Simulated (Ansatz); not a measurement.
Results of PBEsol (PAW; Ansatz, a program for electronic structure) for InP (model structure, started from the BN type, Pm-3n, No. 223, 12 atoms in the cell).

Run with plane-wave cutoff 520 eV, 6×6×6 k mesh, Fermi–Dirac smearing 0.01 eV, scalar-relativistic PAW data made under PBE.

Cell (relaxed at this level):

```yaml
crystal:
  lattice:
    - [7.24066, 0.00000, 0.00000]
    - [0.00000, 7.24066, 0.00000]
    - [0.00000, 0.00000, 7.24066]
  atoms:
    - { symbol: In, position: [0.25000, 0.00000, 0.50000] }
    - { symbol: In, position: [0.50000, 0.25000, 0.00000] }
    - { symbol: In, position: [0.50000, 0.75000, 0.00000] }
    - { symbol: In, position: [0.75000, 0.00000, 0.50000] }
    - { symbol: In, position: [0.00000, 0.50000, 0.75000] }
    - { symbol: In, position: [0.00000, 0.50000, 0.25000] }
    - { symbol: P, position: [0.25000, 0.50000, 0.00000] }
    - { symbol: P, position: [0.00000, 0.25000, 0.50000] }
    - { symbol: P, position: [0.00000, 0.75000, 0.50000] }
    - { symbol: P, position: [0.75000, 0.50000, 0.00000] }
    - { symbol: P, position: [0.50000, 0.00000, 0.75000] }
    - { symbol: P, position: [0.50000, 0.00000, 0.25000] }
```

What does this level give for the band gap?


- band gap: 0.65 eV

Note: the relaxation could raise the start's symmetry but not lower it, so the cell can be a saddle point.

Spin–orbit coupling is not included.

The computed numbers hold no vibrational or temperature effects.

A model structure was made by putting elements into a prototype or built by hand; it is no filed structure, need not be a known phase, and can be a saddle point held by its symmetry.
